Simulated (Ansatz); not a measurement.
The parent structure is EuO in the rock salt structure (space group Fm-3m, No. 225; a = 5.062 Å; ferromagnetic).

Calculations: PBE (Ansatz, an electronic-structure program), no SOC.

Before the change:

Volume per atom: 16.21 Å³
Largest site moment: 6.58 μB

The change: a hydrostatic pressure of 7.5 GPa.

What happens to the volume per atom and largest site moment?

The volume per atom drops by 1.05 Å³ (16.21 Å³ → 15.16 Å³); the largest site moment decreases by 0.06 μB to 6.52 μB.

Other magnetic orders, which the real material may have, were not ruled out. The state of the 4f shell was not checked for lower solutions. Load acts through the strain it causes; cell and atoms are relaxed under it. Stability against distortions was not tested. No other phases were tried under pressure. No Hubbard U is applied, and correlation can decide whether such a compound is a metal.
